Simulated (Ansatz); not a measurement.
```
ZrS2
1.0
    3.69225     0.00000     0.00000
   -1.84612     3.19758     0.00000
    0.00000     0.00000     5.81003
Zr S
1 2
Direct
  0.00000   0.00000   0.00000
  0.33333   0.66667   0.24739
  0.66667   0.33333   0.75261
```

No spin polarisation.

Level of theory: PBE-D3(BJ) (Ansatz, a first-principles code, PAW, no spin-orbit coupling). Settings: 10×10×6 k-points, 0.05 eV Fermi–Dirac smearing.

**Question.** Predict the space group and pressure.

**Answer.** 
* **Space group**: P-3m1 (No. 164)
* **Pressure (mean of the normal stresses, compression positive)**: -1.92 GPa

The cells carry an imposed strain or load. Whether these cells are dynamically stable was not tested. The cell was made from ZrS$_{2}$ in the CdI2 type structure (space group P-3m1, No. 164; layered, stacked along the Cartesian z axis) by this change: isotropic strain +1.58 %.
